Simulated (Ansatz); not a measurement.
A hypothetical phase is included: elements placed on a structure type, which no database files for this compound.

By PBEsol, the system below comes out a metal.

Input:

```xyz
2
Lattice="3.8998 0.0000 0.0000 0.0000 5.5152 0.0000 1.9499 2.7576 1.9499" Properties=species:S:1:pos:R:3 pbc="T T T"
Os     1.9499     4.1364     0.0000
Os     0.0000     2.7576     0.0000
```

The cell was relaxed by PBE-D3(BJ); by PBEsol it stands under a pressure of -1.7 GPa.

The current flows along the normal of the first two printed cell vectors, the (110) plane of the conventional cell. No spin-orbit coupling; the value is a mean over 0.1 eV about the Fermi level.

**Question.** Give the ballistic conductance per area that Ansatz (an electronic-structure program) with PBEsol yields.

**Answer.** 0.71 × 10¹⁵ S/m² for both spins.
